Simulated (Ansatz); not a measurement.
Here is the system:

End structure of the (111)B surface of zinc-blende AlP, P-terminated, 2x2 with 3 OH on 4 top atoms (bottom of the slab: 3 H on 4 bottom sites):

```
CELL_PARAMETERS angstrom
      7.78987     0.00000     0.00000
     -3.89494     6.74623     0.00000
      0.00000     0.00000    33.50000
ATOMIC_POSITIONS crystal
  Al 0.32896 0.17097 0.28447
  Al 0.84205 0.17096 0.28444
  Al 0.32896 0.65787 0.28447
  Al 0.83327 0.66657 0.30302
  P  0.16663 0.33325 0.31190
  P  0.66258 0.32506 0.31074
  P  0.17482 0.83735 0.31076
  P  0.66257 0.83739 0.31074
  Al 0.16667 0.33333 0.38231
  Al 0.66667 0.33333 0.38231
  Al 0.16667 0.83333 0.38231
  Al 0.66667 0.83333 0.38231
  P  0.00000 0.00000 0.40604
  P  0.50000 0.00000 0.40604
  P  0.00000 0.50000 0.40604
  P  0.50000 0.50000 0.40604
  Al 0.99936 0.99954 0.47733
  Al 0.50076 0.00009 0.47724
  Al 0.99942 0.49943 0.47736
  Al 0.50051 0.50000 0.47699
  P  0.33388 0.16684 0.50058
  P  0.83300 0.16624 0.50149
  P  0.33398 0.66646 0.50063
  P  0.83250 0.66607 0.50104
  Al 0.33593 0.16940 0.57164
  Al 0.83252 0.16582 0.57297
  Al 0.33619 0.66567 0.57171
  Al 0.82957 0.66463 0.57214
  P  0.16725 0.33308 0.59545
  P  0.66663 0.33299 0.59702
  P  0.16672 0.83279 0.59366
  P  0.66673 0.83314 0.59727
  Al 0.18606 0.34117 0.66666
  Al 0.65047 0.34285 0.66877
  Al 0.16024 0.82813 0.66408
  Al 0.65128 0.80638 0.66914
  P  0.99765 0.99933 0.68781
  P  0.49445 0.99664 0.68809
  P  0.99635 0.49357 0.68757
  P  0.49199 0.49506 0.70033
  H  0.33193 0.16776 0.23702
  H  0.83594 0.16791 0.23699
  H  0.33192 0.66406 0.23701
  O  0.99990 0.99713 0.73808
  H  0.13323 0.04030 0.74787
  O  0.45167 0.97778 0.73809
  H  0.57619 0.04479 0.75276
  O  0.99565 0.49574 0.73787
  H  0.13110 0.56264 0.74802
```

Set-up: 49 atoms, 17.4 Å thick at the start with caps and adatoms; mesh 3x3x1; 0.025 eV smearing; dipole correction on; 8 atoms held, the rest relaxed; no symmetry held; no spin, no spin-orbit, no U. It is one candidate, not shown to be the stable structure of the face.

### Question
Give the gap of the slab on its k-mesh at the level PBE (Ansatz, a program for electronic structure).

### Answer
1.13 eV

### Question
Predict the highest filled level below the top vacuum level from PBE.

### Answer
4.98 eV
